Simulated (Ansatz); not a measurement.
**Cu: pressure 0.9 GPa**

Base system: Cu in the fcc (Cu type) structure (space group Fm-3m, No. 225; a = 3.577 Å).

Modification: a hydrostatic pressure of 0.9 GPa.

All numbers come from r2SCAN (Ansatz, a first-principles code, PAW, no spin-orbit coupling). k-mesh 22×22×22 (Γ-centred); smearing 0.05 eV (Fermi–Dirac).

```tsv
quantity	base	changed	shift
density	9.22 g/cm³	9.27 g/cm³	+0.05 g/cm³
lattice parameter a	3.577 Å	3.570 Å	-0.0065 Å
enthalpy H = E + PV relative to the base's energy	–	+0.06 eV/atom	–
band gap	zero	zero	–
```

Cost of the whole job for the changed cell (relaxation, final SCF and bands): around 24 core-seconds (rough).

Load acts through the strain it causes; cell and atoms are relaxed under it. No phonon test of stability was made. The final runs are not spin-polarised.
